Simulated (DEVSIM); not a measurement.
System: illuminated Ge n-on-p cell, one wavelength, at 250 K.

Layer 1 from the left is Ge, thickness (μm) 0.0520, Nd (cm⁻³) 2.4e18, τn (s) 3.2e-7, τp (s) 3.3e-7, absorption coefficient (cm⁻¹) 6000. Layer 2 from the left is Ge, thickness (μm) 20.0, Na (cm⁻³) 5e16, τn (s) 6.6e-6, τp (s) 6.6e-6, absorption coefficient (cm⁻¹) 6000.

Left contact: ohmic, minority hole recombination velocity 200 cm/s. Right contact: ohmic, minority electron recombination velocity 2e5 cm/s. Voltage is applied to the left contact. Recombination: SRH at mid-gap, radiative, Auger. Light enters at the left, 5.5e17 photons cm⁻² s⁻¹, one pass, no reflection. Mobility is μmin + (μ − μmin)/(1 + (N/Nref)^α).

Constants are typed, rounded textbook-type inputs, not results; the design itself was drawn at random and stands for no fabricated device. Values at 300 K; Nc and Nv go as T^1.5, mobilities as T to minus their exponent, the gap by Varshni's rule with the affinity fixed.

Ge: gap (eV) 0.664, affinity (eV) 4, permittivity 16, Nc (cm⁻³) 1.04e19, Nv (cm⁻³) 6e18, μn (cm²/Vs) 3900, μp (cm²/Vs) 1900, μn,min 150, μp,min 100, Nref,n 2.6e17, Nref,p 4e17, αn 0.56, αp 0.6, T exponent of μn 1.66, T exponent of μp 2.33, B (cm³/s) 6.4e-14, Cn (cm⁶/s) 1e-31, Cp (cm⁶/s) 1e-31, Varshni α (eV/K) 0.000477, Varshni β (K) 235.

Model (solved in DEVSIM): 1D drift-diffusion, Boltzmann statistics, complete ionisation; no tunnelling, impact ionisation, image-force lowering or self-heating.

Dark forward current:

```csv
|V| (V),|J| (A/cm²)
0.05,6.642e-7
0.10,7.189e-6
0.15,7.289e-5
0.20,0.0007392
0.25,0.007514
0.30,0.07645
0.35,0.7771
0.40,7.811
0.45,72.01
0.50,492.9
0.55,2385
```

Problem. Work out the local ideality factor n = ΔV / (kT/q · ln(J2/J1)) between the rows 0.10 and 0.15 V, 0.25 and 0.30 V, 0.50 and 0.55 V.

Solution. kT/q = 21.54 mV. From 0.10 to 0.15 V: ln(7.289e-5/7.189e-6) = 2.316, n = 1.00, near the 1 of diffusion or emission over a barrier. From 0.25 to 0.30 V: ln(0.07645/0.007514) = 2.320, n = 1.00, near the 1 of diffusion or emission over a barrier. From 0.50 to 0.55 V: ln(2385/492.9) = 1.577, n = 1.47.

Problem. What current could the absorbed light give at most, and what share is collected?

Solution. Σ αd = 12.0, so qΦ(1 − exp(−Σ αd)) = 88.1 mA/cm². The simulated short-circuit current is 82.62 mA/cm², a share of 0.94.

Problem. Estimate the open-circuit voltage by superposition: the voltage at which the dark current equals that short-circuit current.

Solution. Interpolating ln J in the table gives 0.302 V. The simulation gives 0.302 V, the same within the digits that matter. Superposition holds where collection doesn't change with voltage.

Problem. Estimate the fill factor from FF0 = (v − ln(v + 0.72))/(v + 1), v = qVoc/(nkT), with n from the dark curve.

Solution. The rows about Voc, 0.30 and 0.35 V, give n = 1.00, so v = 14.0 and FF0 = 0.754. The simulation gives 0.750, the same within the digits that matter.
